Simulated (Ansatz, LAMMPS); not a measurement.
**Crystalline Ge, 1728 atoms, one frame of classical dynamics at 900 K, cell scaled from the potential's lattice parameter to the PBE one and held**

Cell 34.56 × 34.56 × 34.56 Å, Ge1728, 1728 atoms. Prepared with Tersoff's 1989 multicomponent potential (SiCGe.tersoff) in LAMMPS: 30 ps at 900 K at fixed volume, last frame. 

Calculation: PBE, support functions at accuracy medium on the grid of 370 eV (norm-conserving potentials; Ansatz, a program for electronic structure).

Basis: localised support functions (accuracy medium) on a full density matrix. k-points: zone centre alone; occupations: Fermi-Dirac, 0.078 eV; spin polarisation not allowed. Spin-orbit coupling is left out.

```json
{
  "energy of this one frame (with the electrons' smearing term) over the static perfect crystal, per atom": "75 meV/atom",
  "electronic_character_of_the_cell": "no gap resolved at this smearing",
  "coordination (neighbours within 2.892 Å)": "100.0 % 4-fold",
  "Ge-Ge bonds, mean ± spread": "2.502 ± 0.091 Å",
  "bond angles, mean ± spread": "109.3° ± 4.7°",
  "pressure (static part)": "0.79 GPa",
  "cost_of_the_final_run": "about 2.0 core-hours (a rough figure), 12 SCF iterations, 35 GiB"
}
```
